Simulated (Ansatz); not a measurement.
Cell and atoms of amorphous In₉Ga₉Zn₉O₃₉Lu₂:

```
Ga9In9Lu2Zn9O39
1.0
    9.88080     0.00808     0.09592
    0.00808     9.72203     0.17579
    0.09592     0.17579     9.05312
In Ga Zn O Lu
9 9 9 39 2
Direct
  0.31831   0.50478   0.79612
  0.71192   0.86125   0.46252
  0.82037   0.18903   0.43320
  0.62081   0.66631   0.72151
  0.37538   0.38243   0.22154
  0.75982   0.76647   0.05534
  0.05863   0.68233   0.57126
  0.35614   0.71618   0.43461
  0.93271   0.95123   0.75215
  0.81980   0.57083   0.30438
  0.98146   0.92642   0.18922
  0.62646   0.43325   0.49954
  0.96571   0.55602   0.89793
  0.80108   0.34388   0.78379
  0.79816   0.12345   0.01578
  0.08506   0.23716   0.73208
  0.28107   0.96906   0.14664
  0.12704   0.03825   0.48606
  0.61392   0.95610   0.82354
  0.46935   0.71725   0.11789
  0.17638   0.75566   0.92887
  0.06458   0.22781   0.20699
  0.47041   0.06799   0.34829
  0.12207   0.41662   0.45413
  0.64382   0.46871   0.03159
  0.12140   0.59425   0.17966
  0.39857   0.23832   0.59738
  0.32020   0.00025   0.94914
  0.47274   0.34486   0.42455
  0.75996   0.38639   0.33446
  0.74378   0.85885   0.70073
  0.90506   0.16316   0.82880
  0.18963   0.84287   0.51223
  0.91307   0.59936   0.09716
  0.16009   0.38406   0.23970
  0.51312   0.49196   0.67416
  0.92865   0.99216   0.50685
  0.04925   0.23826   0.51518
  0.64666   0.61023   0.18143
  0.72225   0.29610   0.61264
  0.33720   0.60235   0.23834
  0.98607   0.41031   0.75956
  0.49388   0.09320   0.73434
  0.15121   0.54655   0.95832
  0.32228   0.72729   0.79453
  0.71861   0.62094   0.48905
  0.63372   0.03231   0.01651
  0.00314   0.73333   0.78380
  0.00104   0.58160   0.38413
  0.23057   0.54954   0.56101
  0.41473   0.87233   0.25406
  0.44649   0.41358   0.99783
  0.12868   0.03826   0.26424
  0.13599   0.81577   0.12565
  0.89545   0.92991   0.99464
  0.89675   0.13399   0.19107
  0.57675   0.76286   0.93254
  0.83816   0.81618   0.27298
  0.76813   0.53955   0.84800
  0.38305   0.16243   0.17696
  0.12794   0.03965   0.71456
  0.31806   0.08088   0.49815
  0.26896   0.29221   0.76355
  0.65597   0.05758   0.39618
  0.50438   0.80725   0.56417
  0.70159   0.28986   0.96108
  0.46786   0.18213   0.95183
  0.33392   0.93932   0.70942
```

Methods: PBE, scalar-relativistic without spin-orbit coupling (Ansatz, a program for electronic structure); r2SCAN, scalar-relativistic without spin-orbit coupling (Ansatz); HSE06, scalar-relativistic without spin-orbit coupling (Ansatz). Neutral PBE cell, which sets geometry, pressure and energy: sampling: a 2×2×2 Γ-centred mesh; Fermi-Dirac width 0.02 eV; no spin polarisation. Exact exchange is cut at the faces of this 9 Å cell, which leaves hybrid gaps a finite-size error.

It comes from a melt-quench run on a machine-learned potential (CHGNet), relaxed afterwards by DFT. O atoms were pushed apart under 1.9 Å during the dynamics, to hinder bonds among them. The hot cell started wider than the set density and was brought back towards it in steps. It is the lowest in DFT energy of 2 quenches. It is a model cell: composition and starting density were chosen by hand, and all elements were melted together. No dispersion term was used. Its density started from a set value of 6.19 and ended at 6.16 g/cm³. The quench (nominally 320 K/ps over its main leg) was far faster than any real one, so the model tends to hold more defects than a real film. Values belong to this one cell and scatter from quench to quench. Volume and shape were free in the relaxation.

Problem. Give the pressure and the spacing of the highest filled and lowest empty levels.

Solution. 
- Pressure on a 2×2×2 Γ-centred mesh: 0.21 GPa
- Largest force and stress component on that mesh (the relaxation ran on the zone centre alone): 0.08 eV/Å and 0.3 GPa
- Level gap on a 2×2×2 Γ-centred mesh (PBE): 0.93 eV
- Level gap at the zone centre (PBE): 0.93 eV
- Level gap at the zone centre (r2SCAN): 1.38 eV
- Level gap at the zone centre (HSE06): 2.50 eV
- Distance between the nearest levels spread over more than a fifth of the atoms or a third of the atoms of their main element (six at least) (PBE, zone centre): 1.08 eV

Problem. At PBE and the zone centre, how localised are the states just below and above the Fermi level (participation number: the atoms over which a state spreads)?

Solution. The highest filled state is spread over 10.8 atoms' worth, largest on O64, with weights by element (charge in smoothed Voronoi cells) O 0.82, Zn 0.11, Lu 0.05. The lowest empty state is spread over 60.4 atoms' worth, largest on In7, with weights by element (charge in smoothed Voronoi cells) O 0.51, In 0.22, Zn 0.14.

At PBE the levels at the filled edge of the gap are localised (band-tail or defect states).

Bonds are counted up to In-In 3.12 Å, In-Ga 2.90 Å, In-Zn 2.90 Å, In-O 2.66 Å, In-Lu 3.62 Å, Ga-Ga 2.68 Å, Ga-Zn 2.68 Å, Ga-O 2.54 Å, Ga-Lu 3.40 Å, Zn-Zn 2.68 Å, Zn-O 2.40 Å, Zn-Lu 3.40 Å, O-O 1.58 Å, O-Lu 2.78 Å, Lu-Lu 4.11 Å. Two cations that share two anions don't count as bonded, nor two that share one unless they lie closer than In-In 3.04 Å, In-Ga 2.82 Å, In-Zn 2.82 Å, In-Lu 3.52 Å, Ga-Ga 2.61 Å, Ga-Zn 2.61 Å, Ga-Lu 3.31 Å, Zn-Zn 2.61 Å, Zn-Lu 3.31 Å, Lu-Lu 4.00 Å.

Added carriers, by PBE, scalar-relativistic without spin-orbit coupling (Ansatz) on the zone centre alone. Charged cells keep the cell fixed and stand in a uniform background, with no image correction, at a width of 0.01 eV; where the count is odd the moment is locked at 1 μB, unless the neutral cell bore moments. Each starts from the undistorted neutral geometry alone. PBE's self-interaction favours spread-out carriers, so it can miss traps that a hybrid finds.

Problem. What happens at PBE when the cell takes an extra electron and the atoms relax?

Solution. Relaxation lowers the charged cell by 0.01 eV. The largest moves are O63 0.02 Å, Zn22 0.01 Å, O48 0.01 Å, In7 0.01 Å. The level that holds the added charge spreads over 60.2 atoms' worth, most on In7 (weight 0.04): a carrier spread over the cell. No bond crosses its cut-off with a change of over 0.15 Å (metal-metal contacts aside). Made neutral again at that geometry, the cell lies +0.01 eV from the neutral start.

Problem. What happens at PBE when the cell takes a hole and the atoms relax?

Solution. Relaxation lowers the charged cell by 0.06 eV. The largest moves are O44 0.05 Å, Zn27 0.03 Å, O65 0.03 Å, O45 0.03 Å. The level that was emptied spreads over 15.3 atoms' worth, most on O64 (weight 0.13): a carrier spread over the cell. No bond crosses its cut-off with a change of over 0.15 Å (metal-metal contacts aside). Made neutral again at that geometry, the cell lies +0.08 eV from the neutral start.
